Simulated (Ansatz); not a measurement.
Take BAs in the zinc blende structure (space group F-43m, No. 216; a = 4.784 Å) as the base.

The values are results of Kohn–Sham DFT with the r2SCAN functional, run in Ansatz (a first-principles code) with PAW and 500 eV plane waves, scalar-relativistic without spin-orbit coupling, not measurements.

Base values:

The band gap comes out as 1.38 eV and the width of the top valence band comes out as 5.41 eV. The gap character comes out as indirect, Γ → Γ–X (76 % along) and the hole mass is 0.21, 0.22, 0.22 mₑ (at Γ). The lattice parameter a comes out as 4.784 Å.

It is then changed as follows: Ga takes the place of B on all its sites, then cell and atoms are relaxed.

Tabulated Pauling electronegativity and covalent radius: B 2.04, 0.84 Å; Ga 1.81, 1.22 Å.

Problem. What happens to the band gap?

Solution. The band gap drops by 0.42 eV (1.38 eV → 0.96 eV).

Problem. Predict the new width of the top valence band.

Solution. The width of the top valence band falls by 2.01 eV to 3.40 eV.

Problem. What does the calculation give for the gap character after the change?

Solution. The gap character becomes direct at Γ (base: indirect, Γ → Γ–X (76 % along)).

Problem. What does the calculation give for the hole mass after the change?

Solution. The hole mass (degenerate bands, along [100]) becomes 0.050, 0.34, 0.34 mₑ (at Γ) (base: 0.21, 0.22, 0.22 mₑ (at Γ)).

Problem. Predict the new lattice parameter a.

Solution. The lattice parameter a increases by 0.883 Å to 5.667 Å.

Effective masses come from finite differences of ±0.01 Å⁻¹. No phonon test of stability was made.
